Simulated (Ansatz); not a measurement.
Response to strain in SnO2

Start from SnO$_{2}$ in the rutile structure (space group P4_2/mnm, No. 136).

```
SnO2
1.0
    4.82756     0.00000     0.00000
    0.00000     4.82756     0.00000
    0.00000     0.00000     3.23791
Sn O
2 4
Direct
  0.00000   0.00000   0.00000
  0.50000   0.50000   0.50000
  0.30660   0.30660   0.00000
  0.80660   0.19340   0.50000
  0.19340   0.80660   0.50000
  0.69340   0.69340   0.00000
```

Cartesian axes are those of the cell as printed.

Strains are applied to the cell and any free atomic positions relax; under biaxial strain the out-of-plane vector relaxes too; under stress the whole cell relaxes.

Level of theory: PBE, PAW, 420 eV (Ansatz, an electronic-structure program; without spin-orbit coupling), earlier PAW set.

| case | volume per atom | band gap | width of the top valence band |
|---|---|---|---|
| base | 12.58 Å³ | 0.68 eV | 1.18 eV |
| biaxial strain −0.27 %, plane normal [001], relaxed out of plane | 12.53 Å³ | … | 1.18 eV |
| biaxial strain +2.96 %, plane normal [001], relaxed out of plane | 13.10 Å³ | 0.50 eV | 1.12 eV |
| uniaxial stress, 1 GPa compression along z | 12.57 Å³ | … | 1.18 eV |

Question: Complete the table.

Answer: 
- biaxial strain −0.27 %, plane normal [001], relaxed out of plane, band gap: 0.70 eV
- uniaxial stress, 1 GPa compression along z, band gap: 0.71 eV

Stability under load was not tested beyond the relaxation.
